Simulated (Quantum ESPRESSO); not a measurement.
Quantum ESPRESSO run on BaAlSn (P-6m2, 3 atoms in the cell): self-consistent single point.

Computed with LDA (PZ), PSlibrary PAW (LDA, semicore) pseudopotentials (plane waves; Quantum ESPRESSO).

```yaml
crystal:
  lattice:
    - [4.69650, 0.00000, 0.00000]
    - [-2.34825, 4.06729, 0.00000]
    - [0.00000, 0.00000, 5.17744]
  atoms:
    - { symbol: Ba, position: [0.66667, 0.33333, 0.00000] }
    - { symbol: Al, position: [0.00000, 0.00000, 0.50000] }
    - { symbol: Sn, position: [0.33333, 0.66667, 0.50000] }
```

Reference input (self-consistent single point, DFT, LDA (PZ), plane waves, GBRV 1.5 ultrasoft (LDA) pseudopotentials): ecutwfc = 40 Ry; ecutrho = 200 Ry; occupations = smearing; smearing = marzari-vanderbilt; degauss = 0.0099958 Ry; potentials = {Ba: ba_lda_v1.uspp.F.UPF, Al: al_lda_v1.uspp.F.UPF, Sn: sn_lda_v1.4.uspp.F.UPF}; K_POINTS = automatic 11 11 9 0 0 0; conv_thr = 1e-09 Ry. This run's input differs from it in these lines:

```diff
@@ -15,4 +15,4 @@
  ntyp = 3
- ecutwfc = 40
- ecutrho = 200
+ ecutwfc = 55
+ ecutrho = 330
  occupations = 'smearing'
@@ -25,5 +25,5 @@
 ATOMIC_SPECIES
-Ba   137.3270  ba_lda_v1.uspp.F.UPF
-Al    26.9815  al_lda_v1.uspp.F.UPF
-Sn   118.7100  sn_lda_v1.4.uspp.F.UPF
+Ba   137.3270  Ba.pz-spn-kjpaw_psl.1.0.0.UPF
+Al    26.9815  Al.pz-n-kjpaw_psl.1.0.0.UPF
+Sn   118.7100  Sn.pz-dn-kjpaw_psl.1.0.0.UPF
 ATOMIC_POSITIONS {crystal}
```

Output, abridged:

```
     Self-consistent Calculation

     iteration #  1     ecut=    55.00 Ry     beta= 0.70

---- Real-time Memory Report at c_bands before calling an iterative solver
           287 MiB given to the printing process from OS
           158 MiB allocation reported by mallinfo(arena+hblkhd)
------------------

     negative rho (up, down):  1.739E+01 0.000E+00

     total energy              =    -891.15728835 Ry
     estimated scf accuracy    <     364.12010992 Ry

     iteration #  2     ecut=    55.00 Ry     beta= 0.70

---- Real-time Memory Report at c_bands before calling an iterative solver
   [... lines left out ...]

---- Real-time Memory Report at c_bands before calling an iterative solver
           417 MiB given to the printing process from OS
           191 MiB allocation reported by mallinfo(arena+hblkhd)
------------------

     total energy              =    -892.65001250 Ry
     estimated scf accuracy    <       0.00000008 Ry

     iteration # 36     ecut=    55.00 Ry     beta= 0.70

---- Real-time Memory Report at c_bands before calling an iterative solver
           417 MiB given to the printing process from OS
           191 MiB allocation reported by mallinfo(arena+hblkhd)
------------------
     End of self-consistent calculation

     the Fermi energy is     7.5800 ev

!    total energy              =    -892.65001250 Ry
     estimated scf accuracy    <          1.2E-10 Ry
     smearing contrib. (-TS)   =      -0.00005542 Ry
     internal energy E=F+TS    =    -892.64995708 Ry

      -> PAW hartree energy AE =     143.35181287 Ry
      -> PAW hartree energy PS =    -142.49638590 Ry
      -> PAW xc energy AE      =    -734.78893160 Ry
      -> PAW xc energy PS      =      67.76976267 Ry
      -> total E_H with PAW    =      57.71286539 Ry
      -> total E_XC with PAW   =    -737.18005533 Ry

     convergence has been achieved in  36 iterations

     Forces acting on atoms (cartesian axes, Ry/au):

     atom    1 type  1   force =     0.00000000    0.00000000    0.00000000
   [... zero for the other atoms too ...]

     Total force =     0.000000     Total SCF correction =     0.000000

          total   stress  (Ry/bohr**3)                   (kbar)     P=      -36.06
  -0.00026218  -0.00000000   0.00000000          -38.57       -0.00        0.00
  -0.00000000  -0.00026218  -0.00000000           -0.00      -38.57       -0.00
   0.00000000  -0.00000000  -0.00021098            0.00       -0.00      -31.04

   JOB DONE.
```

The run converged in 36 iterations. Against the reference run the pressure goes from -3.27 to -3.61 GPa.

The starting cell comes from a database of computed structures (which also holds hypothetical and non-ambient phases and stackings), without a prior relaxation at this level. With a pressure of about -4 GPa the cell is away from its equilibrium volume at this level.

Cost on one core of a shared machine: roughly 6 min.
